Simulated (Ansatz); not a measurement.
The starting structures come from a database of crystals and need not be the phases stable at ambient conditions.

By PBEsol, the system below comes out a metal.

Given:

```
NbSi2
1.0
    4.80586     0.00000     0.00000
   -2.40293     4.16200     0.00000
    0.00000     0.00000     6.39052
Nb Si
3 6
Direct
  0.50000   0.00000   0.66667
  0.50000   0.50000   0.33333
  0.00000   0.50000   0.00000
  0.15808   0.84192   0.33333
  0.31616   0.15808   0.00000
  0.15808   0.31616   0.66667
  0.84192   0.15808   0.33333
  0.68384   0.84192   0.00000
  0.84192   0.68384   0.66667
```

Space group of this cell: P6_422. The cell is strained (lengths along the current scaled by 0.97, ions clamped); by PBEsol its mean pressure is 3.6 GPa.

The current flows along the normal of the first two printed cell vectors, the (001) (indices of the unstrained crystal) plane of the conventional cell. No spin-orbit coupling; the value is a mean over 0.1 eV about the Fermi level.

Question: Compute, with PBEsol in Ansatz (a quantum-chemistry and plane-wave program), the ballistic conductance per area.

Answer: 0.37 × 10¹⁵ S/m² for both spins.
